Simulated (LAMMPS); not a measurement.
MD of Ni (fcc) with 10 % of Ni sites Al at zero pressure over temperature, 864 atoms; each row names its start.

Model: classical MD, pair style meam, file MoCoNiVFeAlCr_2nn.meam, run in LAMMPS.

```json
[
 {"T (K), start": "300, crystal", "state": "crystal; no diffusion seen in 30 ps", "volume": "11.2916 ± 0.0003 Å³/atom", "enthalpy": "-4.3820 ± 0.0002 eV/atom", "first peak of g(r), Al-Ni": "2.51 Å, height 8.8", "coordination number of Al by Ni": "10.6 (counted to 3.02 Å)", "D(Al)": "-", "D(Ni)": "-"},
 {"T (K), start": "1150, crystal", "state": "crystal; no diffusion seen in 30 ps", "volume": "11.6790 ± 0.0007 Å³/atom", "enthalpy": "-4.1575 ± 0.0005 eV/atom", "first peak of g(r), Al-Ni": "2.53 Å, height 5.0", "coordination number of Al by Ni": "10.9 (counted to 3.10 Å)", "D(Al)": "-", "D(Ni)": "-"},
 {"T (K), start": "1570, melt", "state": "liquid", "volume": "12.636 ± 0.004 Å³/atom", "enthalpy": "-3.8561 ± 0.0008 eV/atom", "first peak of g(r), Al-Ni": "2.51 Å, height 3.4", "coordination number of Al by Ni": "12.9 (counted to 3.42 Å)", "D(Al)": "(1.37 ± 0.07) × 10^-5 cm²/s", "D(Ni)": "(1.73 ± 0.07) × 10^-5 cm²/s"},
 {"T (K), start": "1900, melt", "state": "liquid", "volume": "13.046 ± 0.005 Å³/atom", "enthalpy": "-3.730 ± 0.001 eV/atom", "first peak of g(r), Al-Ni": "2.53 Å, height 3.2", "coordination number of Al by Ni": "13.0 (counted to 3.50 Å)", "D(Al)": "(3.0 ± 0.2) × 10^-5 cm²/s", "D(Ni)": "(3.76 ± 0.09) × 10^-5 cm²/s"},
 {"T (K), start": "2310, melt", "state": "liquid", "volume": "13.592 ± 0.009 Å³/atom", "enthalpy": "-3.579 ± 0.001 eV/atom", "first peak of g(r), Al-Ni": "2.53 Å, height 2.8", "coordination number of Al by Ni": "12.7 (counted to 3.54 Å)", "D(Al)": "(5.2 ± 0.8) × 10^-5 cm²/s", "D(Ni)": "(6.8 ± 0.2) × 10^-5 cm²/s"}
]
```

Caution (rows 300, crystal; 1150, crystal): the random arrangement on this lattice is imposed, and need not be a phase that exists in equilibrium.

Caution (rows 1150, crystal; 1570, melt; 1900, melt; 2310, melt): a run this short can hold a crystal over, or a liquid under, the potential's own melting point, which these runs don't give.

States go by the mean squared displacement: a species diffuses where it passes 1.5 Å², still rises and gives D over 1e-6 cm²/s; a crystal has left its structure where atoms lie 0.35 Å off their sites on average or a cubic box changes its shape by 3 %, or the axial ratios of another lie 8 % off the starting cell's, which the potential's own relaxation can also do.

Errors of D are the spread over four groups of atoms in one short run; a floor of about 5 %, a picked value, is safer.

Uncertainties are statistical and leave out the potential's own error.
